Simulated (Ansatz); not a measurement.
For SiC (model structure, started from the NiAs type, P6₃/mmc, No. 194, 4 atoms in the cell), LDA (PAW; Ansatz, a program for electronic structure) gives:

```
Property                    Value
-------------------  ------------
lattice parameter a       2.833 Å
c axis length             4.704 Å
cohesive energy      6.68 eV/atom
```

**Question.** What does r²SCAN+rVV10 in Ansatz (PAW) give for the same quantities?

**Answer.** 
- lattice constant a: 2.853 Å (increases by 0.7 %)
- lattice parameter c: 4.698 Å (drops by 0.1 %)
- cohesive energy: 5.76 eV/atom (shrinks by 0.92 eV/atom)

Changes are worked out from the printed values.

Unless a cell is named, each level is at its own relaxed cell (LDA 8.17, r²SCAN+rVV10 8.28 Å³/atom).

Ansatz's density-functional and Hartree–Fock values are scalar-relativistic unless marked +SOC, with PAW data made under PBE.

A model structure was made by putting elements into a prototype or built by hand; it is no filed structure, need not be a known phase, and can be a saddle point held by its symmetry.
